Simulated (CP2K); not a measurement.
CP2K run on BaCdSbF (P4/nmm, 8 atoms in the cell): self-consistent single point.

Method of the run: CP2K 2026.2 with PBEsol, GPW, DZVP-MOLOPT-SR-GTH basis, GTH-PBE potentials (GTH_POTENTIALS).

```
BaCdSbF
1.0
    4.63263     0.00000     0.00000
    0.00000     4.63263     0.00000
    0.00000     0.00000     9.80636
Ba Cd Sb F
2 2 2 2
Direct
  0.00000   0.50000   0.64049
  0.50000   0.00000   0.35951
  0.50000   0.50000   0.00000
  0.00000   0.00000   0.00000
  0.00000   0.50000   0.18461
  0.50000   0.00000   0.81539
  0.50000   0.50000   0.50000
  0.00000   0.00000   0.50000
```

Reference input (self-consistent single point, DFT PBEsol, GPW, DZVP-MOLOPT-SR-GTH basis, GTH-PBE potentials (GTH_POTENTIALS)): CUTOFF = 550 Ry; REL_CUTOFF = 40 Ry; SMEAR/METHOD = FERMI_DIRAC; ELECTRONIC_TEMPERATURE = 116.05 K; KPOINTS/SCHEME = MONKHORST-PACK 3 3 2; GAMMA_CENTERED = T; XC_FUNCTIONAL = PBE:PBESOL; Ba/BASIS_SET = DZVP-MOLOPT-SR-GTH; Ba/POTENTIAL = GTH-PBE-q10; Cd/BASIS_SET = DZVP-MOLOPT-SR-GTH; Cd/POTENTIAL = GTH-PBE-q12; Sb/BASIS_SET = DZVP-MOLOPT-SR-GTH. This run's input differs from it in these lines:

```diff
@@ -40,3 +40,3 @@
     &KPOINTS
-      SCHEME MONKHORST-PACK 3 3 2
+      SCHEME MONKHORST-PACK 6 6 3
       GAMMA_CENTERED T
```

Output, abridged:

```
 SCF WAVEFUNCTION OPTIMIZATION

  Step     Update method      Time    Convergence         Total energy    Change
     1 NoMix/Diag. 0.30E+00      -     1.79102784      -202.9840055123 -2.03E+02
     2 Broy./Diag. 0.30E+00      -     0.04428613      -200.9043883639  2.08E+00
     3 Broy./Diag. 0.30E+00      -     0.06303472      -202.2822290232 -1.38E+00
     4 Broy./Diag. 0.30E+00      -     0.05524148      -202.7718457198 -4.90E-01
     5 Broy./Diag. 0.30E+00      -     0.02791387      -202.2129560545  5.59E-01
     6 Broy./Diag. 0.30E+00      -     0.01085387      -202.4393654705 -2.26E-01
   [... 12 lines left out ...]
    19 Broy./Diag. 0.30E+00      -     0.00000079      -202.5664418837  2.66E-05
    20 Broy./Diag. 0.30E+00      -     0.00000094      -202.5664308351  1.10E-05
    21 Broy./Diag. 0.30E+00      -     0.00000055      -202.5664269544  3.88E-06
    22 Broy./Diag. 0.30E+00      -     0.00000009      -202.5664263667  5.88E-07
  *** SCF run converged in    22 steps ***

  Overlap energy of the core charge distribution:               0.00000000049050
  Self energy of the core charge distribution:               -404.72584720472207
  Core Hamiltonian energy:                                    109.36911083478964
  Hartree energy:                                             125.30424238003165
  Exchange-correlation energy:                                -32.51393230224499
  Electronic entropic energy:                                  -0.00000007505927
  Fermi energy:                                                 0.23038043812870

  Total energy:                                              -202.56642636671339
  Total energy (extrapolated to T->0):                       -202.56642632918374

                     Mulliken Population Analysis

   [... lines left out ...]

 STRESS| Analytical stress tensor [bar]
 STRESS|                        x                   y                   z
 STRESS|      x       -3.97424949000E+03   8.20984310945E-05   7.55414178960E-05
 STRESS|      y        8.20984310945E-05  -3.97425668209E+03  -8.82548059209E-05
 STRESS|      z        7.55414178960E-05  -8.82548059209E-05  -2.80659187333E+03
 STRESS| 1/3 Trace                                            -3.58503268181E+03
```

The run converged in 22 iterations. Against the reference run the free energy goes down by 43.9 meV/atom, the pressure goes from -0.25 to -0.36 GPa, the largest force goes from 0.354 to 0.202 eV/Å and the gap on the mesh goes from 0.105 to 0.162 eV.

The starting cell comes from a database of computed structures (which also holds hypothetical and non-ambient phases and stackings), without a prior relaxation at this level. Spin-orbit coupling is off. Values carry the incompleteness of an atom-centred basis. The potentials were made for another functional than the one used.

Cost on one core of a shared machine: roughly 90 s.
